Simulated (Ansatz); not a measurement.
Base system: TiB$_{2}$ (space group P6/mmm, No. 191; a = 3.0174 Å, c = 3.1851 Å). Axes: x lies along a and z along c of the hexagonal cell.

Computed with PBEsol/PAW in Ansatz (a quantum-chemistry and plane-wave program), scalar-relativistic without spin-orbit coupling.

Strains are applied to the cell and any free atomic positions relax.

One change was made to it. Results:

| quantity | base | after |
|---|---|---|
| energy relative to the base (free energy F) | 0 meV/atom | +0.4 meV/atom |
| pressure (mean of the normal stresses, compression positive) | 0.0 GPa | -1.4 GPa |
| band gap | zero | zero |

Problem. Which change produced these results?
(A) uniaxial strain ε_xx = −0.50 %
(B) uniaxial strain ε_xx = +0.50 %
(C) uniaxial strain ε_xx = +2.50 %

Solution. B, uniaxial strain ε_xx = +0.50 %. For comparison, the pressure in the other runs: uniaxial strain ε_xx = +2.50 % gives -6.6 GPa; uniaxial strain ε_xx = −0.50 % gives 1.5 GPa.

A case with no gap was solved on a k-mesh chosen for an insulator, which is coarse for it. Without a gap, meshes like the base's 13×13×10 leave anisotropic stresses uncertain by several tenths of a GPa, and small strain energies with them. No phonon test of stability was made. The final runs are not spin-polarised.
